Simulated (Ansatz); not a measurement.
RhSi (space group P2_1/c, No. 14)

```yaml
crystal:
  lattice:
    - [4.57131, 0.00000, 0.00000]
    - [0.00000, 4.57050, 0.00000]
    - [-2.43402, 0.00000, 4.96688]
  atoms:
    - { symbol: Si, position: [0.79158, 0.64804, 0.06548] }
    - { symbol: Si, position: [0.20842, 0.35196, 0.93452] }
    - { symbol: Si, position: [0.20842, 0.14804, 0.43452] }
    - { symbol: Si, position: [0.79158, 0.85196, 0.56548] }
    - { symbol: Rh, position: [0.30045, 0.64589, 0.61383] }
    - { symbol: Rh, position: [0.69955, 0.35411, 0.38617] }
    - { symbol: Rh, position: [0.69955, 0.14589, 0.88617] }
    - { symbol: Rh, position: [0.30045, 0.85411, 0.11383] }
```

Method: PBEsol in Ansatz (plane waves to 420 eV, PAW, no spin-orbit coupling). k-mesh 11×10×10 (Γ-centred); smearing 0.05 eV (Fermi–Dirac).

| Quantity | Result |
|---|---|
| Volume per atom | 12.97 Å³ |
| Density | 8.38 g/cm³ |
| Band gap | zero |
| Total energy | -3481.011 eV/atom (σ→0; compares only within this code and set-up) |

Stability against distortions was not tested. The final runs are not spin-polarised.

Ansatz is an electronic-structure program.
